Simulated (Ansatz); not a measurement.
Ta2O5 (Pmmn, No. 59, 14 atoms in the cell; start mp-1539317) was calculated with PBEsol (PAW; Ansatz, a first-principles code).

Settings: plane-wave cutoff 500 eV, 10×4×10 k mesh (along the axes of the cell as run), gaussian smearing 0.02 eV, scalar-relativistic PAW data made under PBE.

Cell (relaxed at this level):

```xyz
14
Lattice="3.8383 0.0000 0.0000 0.0000 12.9939 0.0000 0.0000 0.0000 3.8687" Properties=species:S:1:pos:R:3 pbc="T T T"
Ta     0.0000     1.8994     0.0821
Ta     0.0000    11.0945     0.0821
Ta     1.9191     4.5976     3.7866
Ta     1.9191     8.3963     3.7866
O      1.9191     2.4061     0.0073
O      1.9191    10.5878     0.0073
O      0.0000     4.0908     3.8615
O      0.0000     8.9031     3.8615
O      0.0000    11.0528     1.9623
O      0.0000     1.9411     1.9623
O      1.9191     8.4380     1.9065
O      1.9191     4.5559     1.9065
O      1.9191     6.4969     3.8516
O      0.0000     0.0000     0.0172
```

**Question.** Estimate the band gap that the calculation returns.

**Answer.** 
band gap: 2.27 eV (on the SCF k mesh)

Note: the relaxation could not lower the start's symmetry, so the cell can be a saddle point above a distorted one.

Spin–orbit coupling is not included.

Computed values are for the static lattice.

A start named mp-… is a Materials Project structure, which need not be a measured phase.
